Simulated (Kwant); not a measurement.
Device: GaN/Al0.2Ga0.8N stack with 1 barrier. One parabolic valley. Leads of mass 0.2 mₑ with the band edge at 0; grid 0.1 nm; bias swept from 0.014 to 0.43979 V, dropping linearly over the stack. Emitter Fermi level 0.023 eV, 77 K, equal in the collector.

```csv
layer,thickness (nm),band offset (eV),mass (mₑ)
1,3.4,0.35,0.22
```

Constants are typed, rounded textbook-type inputs, not results; the design itself was drawn at random and stands for no fabricated device.

Computed with Kwant: one-band effective-mass tight-binding model in one dimension, coherent, no space charge, current by the Tsu-Esaki formula.

```
bias (V)     A     B     C      D      E
--------  ----  ----  ----  -----  -----
0.01400   55.6  8.22  1.22   2560    377
0.03766    111  16.8  2.57   4800    727
0.06131    153  24.1  3.80   6180    970
0.08497    199  32.5  5.33   7490   1220
0.1086     253  42.9  7.29   8810   1490
0.1323     315  55.7  9.84  10200   1790
0.1559     390  71.6  13.2  11600   2130
0.1796     478  91.5  17.6  13200   2510
0.2032     584   117  23.4  14800   2940
0.2269     711   148  31.1  16600   3430
0.2505     864   188  41.3  18500   3990
0.2742    1050   240  55.2  20500   4630
0.2979    1270   305  73.9  22700   5360
0.3215    1540   390  99.4  25100   6190
0.3452    1880   499   135  27700   7160
0.3688    2280   641   183  30500   8270
0.3925    2780   827   251  33500   9550
0.4398    4150  1400   486  40300  12700
```

Task: Column A is the base. The others each differ by one change: thickness of the first barrier 3.4 → 2 nm; thickness of the first barrier 3.4 → 2.7 nm; thickness of the first barrier 3.4 → 4.1 nm; thickness of the first barrier 3.4 → 4.8 nm. Which is which?

Result: B: thickness of the first barrier 3.4 → 4.1 nm; C: thickness of the first barrier 3.4 → 4.8 nm; D: thickness of the first barrier 3.4 → 2 nm; E: thickness of the first barrier 3.4 → 2.7 nm.
